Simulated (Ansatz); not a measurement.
Take Sc$_{2}$Si$_{2}$O$_{7}$ (space group C2/m, No. 12) as the base.

```cif
data_O7Sc2Si2
_chemical_formula_sum 'Sc2 Si2 O7'
_space_group_name_H-M_alt 'P 1'
_space_group_IT_number 1
_cell_length_a 5.33943
_cell_length_b 5.33943
_cell_length_c 4.69545
_cell_angle_alpha 97.645
_cell_angle_beta 97.645
_cell_angle_gamma 105.291
loop_
_space_group_symop_operation_xyz
  'x, y, z'
loop_
_atom_site_label
_atom_site_type_symbol
_atom_site_fract_x
_atom_site_fract_y
_atom_site_fract_z
_atom_site_occupancy
Sc1 Sc 0.30955 0.69045 0.00000 1
Sc2 Sc 0.69045 0.30955 0.00000 1
Si1 Si 0.22610 0.22610 0.40729 1
Si2 Si 0.77390 0.77390 0.59271 1
O1 O 0.92240 0.60474 0.78813 1
O2 O 0.07760 0.39526 0.21187 1
O3 O 0.39526 0.07760 0.21187 1
O4 O 0.60474 0.92240 0.78813 1
O5 O 0.00000 0.00000 0.50000 1
O6 O 0.60309 0.60309 0.27858 1
O7 O 0.39691 0.39691 0.72142 1
```

All numbers come from Ansatz (a first-principles code), PBEsol, PAW, cutoff 420 eV, no spin-orbit coupling.

Base values:

```
Property           Result
---------------  --------
Volume per atom  11.45 Å³
```

It is then changed as follows: every O is replaced by S, then cell and atoms are relaxed.

Tabulated Pauling electronegativity and covalent radius: O 3.44, 0.66 Å; S 2.58, 1.05 Å.

Question: Predict the new volume per atom.

Answer: The volume per atom increases by 10.23 Å³ (11.45 Å³ → 21.68 Å³).

Stability against distortions was not tested. As relaxed here, Sc2Si2S7 is a hypothetical phase, not in the database extracts checked. The final runs are not spin-polarised.
